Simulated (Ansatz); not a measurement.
Reference: ZnSe (F-43m), r2SCAN with spin-orbit coupling, rigid bands (plane waves, PAW; Ansatz, a program for electronic structure); geometry: cell and atoms relaxed with PBEsol.

```
ZnSe
1.0
    0.00000     2.81670     2.81670
    2.81670     0.00000     2.81670
    2.81670     2.81670     0.00000
Zn Se
1 1
Direct
  0.00000   0.00000   0.00000
  0.25000   0.25000   0.25000
```

The band gap comes out as 1.82 eV and the electron conductivity mass is 0.135 mₑ. The hole conductivity mass is 0.67 mₑ. The Seebeck coefficient, n-type 1e19 cm⁻³ comes out as -83 μV/K.

### Question
Replace Se by S on the same sites and relax. What happens?

### Answer
ZnS (F-43m): volume per atom 22.3 to 19.2 Å³; band gap rises (1.82 eV to 2.77 eV); electron conductivity mass rises (0.135 mₑ to 0.21 mₑ); hole conductivity mass rises (0.67 mₑ to 0.85 mₑ); Seebeck coefficient, n-type 1e19 cm⁻³ rises in size (-83 μV/K to -117 μV/K).

Moves up to 5 % count as about the same. Masses are for dilute carriers at 300 K, harmonic means over directions unless an axis is named. Seebeck coefficients are for the stated density at 300 K, with one relaxation time for all states and whether or not that doping can be reached.
